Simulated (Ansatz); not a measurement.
Where the default PAW files enter, the runs use the earlier of Ansatz's two default sets.

Consider the following.

```xyz
12
Lattice="5.0509 0.0000 0.0000 0.0000 5.1235 0.0000 0.8564 0.0000 5.2576" Properties=species:S:1:pos:R:3 pbc="T T T"
Zr     2.0725     0.2160     4.1556
Zr     3.8348     4.9076     1.1020
Zr     4.2630     2.7777     3.7308
Zr     1.6443     2.3458     1.5268
O      5.4240     4.2716     4.4365
O      0.4833     0.8520     0.8211
O      0.9115     1.7098     3.4499
O      4.9958     3.4138     1.8077
O      2.2877     3.8046     0.1125
O      3.6196     1.3189     5.1451
O      3.1914     1.2429     2.5163
O      2.7159     3.8807     2.7413
```

Space group of this cell: P2_1/c. The cell is strained (lengths across the current scaled by 0.98, ions clamped); by r2SCAN its mean pressure is 10.7 GPa.

Transport runs along the normal of the first two printed cell vectors.

The gap is the functional's own, uncorrected, and κ follows it; spin-orbit coupling is left out. Mid-gap values are interpolated between the computed energies.

### Question
Compute, with r2SCAN run with Ansatz (a quantum-chemistry and plane-wave program), the band gap and the smallest decay constant κ at mid-gap.

### Answer
Gap 4.34 eV on a 6×6×6 mesh; κ = 0.482 1/Å, at the zone centre.
